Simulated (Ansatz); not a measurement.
For Zr (model structure, P6/mmm, No. 191, 3 atoms in the cell), LDA in Ansatz (plane waves, PAW) gives:

```
Item                                  Result
------------------------------  ------------
equilibrium lattice constant a       4.922 Å
lattice parameter c                  3.083 Å
bulk modulus B0                      108 GPa
cohesive energy                 7.42 eV/atom
```

What does r²SCAN (Ansatz, an electronic-structure program, PAW) give for the same quantities?


- lattice constant a: 5.039 Å (grows by 2.4 %)
- lattice parameter c: 3.157 Å (goes up by 2.4 %)
- bulk modulus: 97.4 GPa (decreases by 9.8 %)
- cohesive energy: 5.69 eV/atom (drops by 1.73 eV/atom)

Changes are worked out from the printed values.

Unless a cell is named, each level is at its own relaxed cell (LDA 21.57, r²SCAN 23.14 Å³/atom).

Caveats: the bulk modulus is −V dP/dV from two relaxed cells at ±2 % in volume (LDA, r²SCAN). Ansatz's density-functional and Hartree–Fock values are scalar-relativistic unless marked +SOC, with PAW data made under PBE.

A model structure was made by putting elements into a prototype or built by hand; it is no filed structure, need not be a known phase, and can be a saddle point held by its symmetry.
